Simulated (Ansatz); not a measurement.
# Sc under a change: Sc → V

Consider Sc in the hcp (Mg type) structure (space group P6_3/mmc, No. 194; a = 3.277 Å, c = 5.086 Å).

The change: V takes the place of Sc on all its sites; the structure is relaxed again.

Calculations: DFT with PBEsol, PAW potentials and a 420 eV plane-wave cutoff in Ansatz (an electronic-structure program), spin-orbit coupling left out. Γ-centred 21×21×10 mesh, Fermi–Dirac width 0.05 eV, for the changed cell.

```csv
quantity,base,changed,shift
density,3.16 g/cm³,6.35 g/cm³,+3.196 g/cm³
lattice parameter a,6.193 bohr,4.865 bohr,-1.328 bohr
c/a ratio,1.552,1.803,+0.251
space group,P6_3/mmc (No. 194),P6_3/mmc (No. 194),–
shortest interatomic distance,5.990 bohr,4.865 bohr,-1.125 bohr
band gap,zero,zero,–
```

No phonon test of stability was made. For V in this form, whether it has been made was not checked. Seeded moments were not kept for Sc → V. All final runs are without spin polarisation. This is not the structure that V has at room temperature and ambient pressure.
